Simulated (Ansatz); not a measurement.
Input and output of a self-consistent single point for YCu2Ge2 (I4mm, 5 atoms in the cell) (Ansatz, a first-principles code).

Level of theory: LDA (PW92), harder PAW files (source: ansatz) made with PBE (plane waves; Ansatz).

The change in words: lattice scaled by 0.98; basis.ecutwfc: 420 eV → 1640 eV; hamiltonian.pseudopotentials: {kind: paw} (the program's default PAW files) → {kind: paw, source: ansatz}. Reference geometry:
```xyz
5
Lattice="-2.0093 2.0093 5.1218 2.0093 -2.0093 5.1218 2.0093 2.0093 -5.1218" Properties=species:S:1:pos:R:3 pbc="T T T"
Y      0.0000     0.0000     0.0500
Cu     0.0000     2.0093     2.5609
Cu     2.0093     0.0000     2.5609
Ge     0.0000     0.0000     6.3443
Ge     0.0000     0.0000     3.8993
```

Reference input (self-consistent single point, DFT, LDA (PW92), plane waves, default PAW files made with PBE): basis.ecutwfc = 420 eV; kpoints.mp_grid.grid = 6 6 6; hamiltonian.xc = lda; hamiltonian.pseudopotentials = {kind: paw} (the program's default PAW files); scf.occupations.method = gaussian; scf.occupations.width = 0.1 eV. This run's input differs from it in these lines:

Ansatz 0.2 input:
```diff
@@ -2,5 +2,5 @@
   lattice:
-    - [-2.00931400, 2.00931400, 5.12180300]
-    - [2.00931400, -2.00931400, 5.12180300]
-    - [2.00931400, 2.00931400, -5.12180300]
+    - [-1.96912800, 1.96912800, 5.01936700]
+    - [1.96912800, -1.96912800, 5.01936700]
+    - [1.96912800, 1.96912800, -5.01936700]
   atoms:
@@ -12,3 +12,3 @@
 basis:
-  ecutwfc: 420.0
+  ecutwfc: 1640.0
 kpoints:
@@ -20,2 +20,3 @@
     kind: paw
+    source: ansatz
 scf:
```

Output (repeated stretches shortened):

```
SCF iter   1: F=—  HF=-25306.617886 eV  |F-HF|=—  |Δ(HF+E_count)|=         —  Δρ=3.13e-1  dr2=8.25e1  ethr=3.10e-3  ⟨swp⟩=8.4  Hψ=6317  notcnv=0
all-band conjugate gradients solve this SCF's bands
preconditioner: auto → Kerker (q_TF=auto, 2.723 Å⁻¹)
SCF iter   2: F=—  HF=-25301.373016 eV  |F-HF|=—  |Δ(HF+E_count)|=    5.24e0  Δρ=1.44e-1  dr2=2.11e1  ethr=3.10e-3  ⟨swp⟩=3.3  Hψ=3240  notcnv=0  defer=60
   [... lines left out ...]
SCF iter   6: F=—  HF=-25298.735787 eV  |F-HF|=—  |Δ(HF+E_count)|=   7.54e-4  Δρ=1.62e-3  dr2=2.88e-3  ethr=3.82e-6  ⟨swp⟩=2.8  Hψ=3017  notcnv=0  defer=70
SCF iter   7: F=—  HF=-25298.735116 eV  |F-HF|=—  |Δ(HF+E_count)|=   6.71e-4  Δρ=1.80e-4  dr2=1.64e-5  ethr=3.74e-6  ⟨swp⟩=2.0  Hψ=2213  notcnv=0  defer=70
SCF iter   8: F=—  HF=-25298.734950 eV  |F-HF|=—  |Δ(HF+E_count)|=   1.66e-4  Δρ=6.59e-5  dr2=1.77e-6  ethr=2.13e-8  ⟨swp⟩=3.0  Hψ=3150  notcnv=0  defer=70
SCF iter   9: F=-25298.734948 eV  HF=-25298.734949 eV  |F-HF|=1.29e-7  |Δ(HF+E_count)|=   1.25e-6  Δρ=1.28e-5  dr2=8.88e-8  ethr=1.30e-10  ⟨swp⟩=16.2  Hψ=11430  notcnv=0
SCF 1 converged in 9 iterations: F = -25298.734948 eV  dr2 = 8.88e-8
Free energy (F): -25298.734948 eV
Internal energy: -25298.730890 eV  (E = F + TS)
E sigma→0 (E₀):  -25298.732919 eV
Entropy (-TS):   -0.004059 eV (-0.812 meV/atom)
Fermi energy:    15.643825 eV
--- Forces (eV/Å), atoms counted from 1 ---
  atom   1  Y      0.00000000     0.00000000    -0.22815704
  atom   2  Cu     0.00000000     0.00000000     0.08072459
  atom   3  Cu    -0.00000000     0.00000000     0.08072459
  atom   4  Ge     0.00000000    -0.00000000     0.26171014
  atom   5  Ge    -0.00000000     0.00000000    -0.19498143
--- Stress (GPa, compression-positive) ---
        2.046024       0.000000      -0.000000
        0.000000       2.046024       0.000000
       -0.000000       0.000000       1.375238
  P = ⅓ Tr σ = 1.8224 GPa (18.224 kbar)
  The stress holds the Pulay correction. Without it, at fixed plane waves, as pw.x and ABINIT print it: P = 1.8204 GPa
```

The run converged in 9 iterations. Against the reference run the pressure goes from -5.28 to 1.82 GPa and the largest force goes from 0.348 to 0.262 eV/Å.

The starting cell comes from a database of computed structures (which also holds hypothetical and non-ambient phases and stackings), without a prior relaxation at this level. Its lattice was rescaled by up to half a per cent. One atom was moved a little off its site on purpose. For this run, on top of that: lattice scaled by 0.98. Spin polarisation is off. Ansatz's pressure includes its estimate of the finite-basis (Pulay) stress.

Cost on one core of a shared machine: roughly 90 s.
